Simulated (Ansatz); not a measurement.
How the band gap of InSe (P-6m2, No. 187; cell taken from a computed entry) moves with the method

No measured value is used here.

| level (code) | value (eV) | cell (Å³/atom) |
|---|---|---|
| LDA (Ansatz) | 0.24 | 29.34 |
| PBEsol (Ansatz) | 0.37 | 29.34 |
| r²SCAN+SOC (Ansatz) | 0.88 (direct) | 29.34 |
| r²SCAN-D4 (Ansatz) | 0.84 | 29.83 |
| r²SCAN+rVV10 (Ansatz) | 0.80 | 29.44 |
| HSE06 (Ansatz) | 1.25 | 30.78 |
| PBE0 (Ansatz) | 1.85 | 30.78 |

Computed values are for a static lattice. Spin–orbit coupling is included only where a level's name says +SOC; with heavier elements it mostly lowers gaps and can invert bands.  r²SCAN-D4, r²SCAN+rVV10, HSE06, PBE0: the gap is read on the k mesh or supercell of the run alone and can be too large. r²SCAN-D4, r²SCAN+rVV10: the relaxation could not lower the start's symmetry, so the cell can be a saddle point above a distorted one. Values are at the PBEsol cell; r²SCAN-D4 at the level's own relaxed cell; r²SCAN+rVV10 at the level's own relaxed cell; HSE06 at the r²SCAN cell; PBE0 at the r²SCAN cell. Cutoffs and k meshes differ between the levels. Ansatz's density-functional and Hartree–Fock values are scalar-relativistic unless marked +SOC, with PAW data made under PBE.

Ansatz is a quantum-chemistry and plane-wave program.
